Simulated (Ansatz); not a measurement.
## A computed series for SiGe: response to strain

Base system: SiGe in the wurtzite structure (space group P6_3mc, No. 186; a = 3.904 Å, c = 6.455 Å; a model cell, its experimental status unchecked). Axes: x lies along a and z along c of the hexagonal cell.

Strains are applied to the cell and any free atomic positions relax; under biaxial strain the out-of-plane vector relaxes too.

Method: r2SCAN/PAW in Ansatz (a quantum-chemistry and plane-wave program), without spin-orbit coupling.

Notes on the quantities. energy relative to the base: free energy F; pressure: mean of the normal stresses, compression positive.

```tsv
case	energy relative to the base	volume per atom	pressure	width of the top valence band
base	0 meV/atom	21.30 Å³	0.0 kbar	3.59 eV
biaxial strain −0.41 %, plane normal [001], relaxed out of plane	–	21.15 Å³	6.0 kbar	3.65 eV
biaxial strain +0.81 %, plane normal [001], relaxed out of plane	–	21.60 Å³	-11.3 kbar	3.48 eV
isotropic strain −2.87 %	+46 meV/atom	19.52 Å³	89.3 kbar	3.96 eV
isotropic strain +3.92 %	+68 meV/atom	23.90 Å³	-74.7 kbar	3.12 eV
isotropic strain +4.30 %	+80 meV/atom	24.17 Å³	-79.7 kbar	3.08 eV
isotropic strain +4.70 %	+95 meV/atom	24.45 Å³	-84.7 kbar	3.04 eV
uniaxial strain ε_zz = −0.55 %	+0.4 meV/atom	21.18 Å³	4.8 kbar	3.59 eV
tensor shear ε_yz = +0.72 %	+0.7 meV/atom	21.30 Å³	0.0 kbar	–
```

The levels and masses belong to the bands next to the band gap. Stability against distortions was not tested.
